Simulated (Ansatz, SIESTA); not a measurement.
**Code comparison for NiTe2 (P1, 3 atoms in the cell)**

Self-consistent single point, at a second geometry (atoms moved at random). First geometry:

```xyz
3
Lattice="3.9223 0.0000 0.0000 -1.9612 3.3968 0.0000 0.0000 0.0000 5.4380" Properties=species:S:1:pos:R:3 pbc="T T T"
Ni     0.0000     0.0000     0.0000
Te     0.0000     2.2646     1.3156
Te     1.9612     1.1323     4.1224
```

Second geometry:
```xyz
3
Lattice="3.9223 0.0000 0.0000 -1.9612 3.3968 0.0000 0.0000 0.0000 5.4380" Properties=species:S:1:pos:R:3 pbc="T T T"
Ni    -0.0217    -0.0541    -0.0434
Te     0.0081     2.2780     1.2810
Te     1.9748     1.1729     4.2004
```

Shared settings, as Ansatz (an electronic-structure program) writes them: kpoints.mp_grid.grid = 10 10 7; scf.occupations.method = fermi_dirac; scf.occupations.width = 0.1 eV. Potentials and cutoffs stand in the table.

```tsv
code	model	ΔF from the first geometry (meV/atom)	pressure (GPa)	largest force (eV/Å)	cutoff
SIESTA	GGA PBEsol, numerical atomic orbitals DZP, PseudoDojo PBEsol standard norm-conserving potentials (rewritten from UPF to PSML)	27.2	-4.81	1.018	grid 300 Ry
Ansatz	PBEsol, PAW files made with PBE	12.2	-3.66	0.862	420 eV
```

Size of the force on each atom (eV/Å): Sizes of forces hide their directions.

```json
[
 {"code": "SIESTA", "Ni1": "0.901", "Te2": "0.445", "Te3": "1.018"},
 {"code": "Ansatz", "Ni1": "0.862", "Te2": "0.249", "Te3": "0.636"}
]
```

On Ansatz's run: spin-orbit coupling is off. Spin polarisation is off, so a magnetic state, if there is one, cannot be reached.

The spread over the programs that give each value: ΔF from the first geometry within 15.0 meV/atom; pressure within 1.15 GPa; largest force within 0.156 eV/Å.

SIESTA uses small atom-centred bases, whose incompleteness enters pressures, forces and empty levels differently from a plane-wave cutoff. Ansatz's pressure is given at a fixed set of plane waves, as the other plane-wave codes print theirs; with its correction for the finite basis it is -3.62 GPa.

The starting cell comes from a database of computed structures (which also holds hypothetical and non-ambient phases and stackings), without a prior relaxation at this level. Its lattice was rescaled by a random factor within 2.5 % of one. For this run, on top of that: atoms moved at random.

Left out of this page: CP2K (unsound by tests on forces, stress, charge or solver warnings).

Keys are those of Ansatz 0.2.
